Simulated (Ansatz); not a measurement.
Where the default PAW files enter, the runs use the earlier of Ansatz's two default sets.

**Evanescent states of Li$_{2}$O (Fm-3m, anti-fluorite, 3 atoms a cell, 8.4 Å³ an atom, -4 GPa at this level) along the normal of (001)**

The numbers are results of r2SCAN (plane waves, PAW; Ansatz, a quantum-chemistry and plane-wave program), not measurements.

No gap correction and no spin-orbit coupling; mid-gap values are interpolated between computed energies.

Energies count from the valence-band top; κ is the least over a 10×10 mesh across the current.

| E (eV) | κ (1/Å) | where |
|---|---|---|
| 0.13 | 0.175 | Γ |
| 0.39 | 0.287 | Γ |
| 0.65 | 0.353 | Γ |
| 0.91 | 0.398 | Γ |
| 1.17 | 0.431 | Γ |
| 1.43 | 0.455 | Γ |
| 1.69 | 0.472 | Γ |
| 1.95 | 0.485 | Γ |
| 2.21 | 0.492 | Γ |
| 2.47 | 0.496 | Γ |
| 2.73 | 0.492 | off Γ |
| 2.99 | 0.477 | off Γ |
| 3.25 | 0.461 | off Γ |
| 3.51 | 0.442 | off Γ |
| 3.77 | 0.421 | off Γ |
| 4.03 | 0.397 | off Γ |
| 4.29 | 0.369 | off Γ |
| 4.55 | 0.337 | off Γ |
| 4.81 | 0.298 | off Γ |
| 5.07 | 0.252 | off Γ |
| 5.33 | 0.190 | off Γ |
| 5.59 | 0.086 | off Γ |

Task: How thick must the barrier be to attenuate the transmission by 10^4 when the electrodes' Fermi level lies at 1.43 eV, and what attenuation does that film give at 5.59 eV?

Result: d = 4 ln 10 / (2 × 0.455) = 10.1 Å. At 5.59 eV it gives 4 × 0.086/0.455 = 0.8 decades.
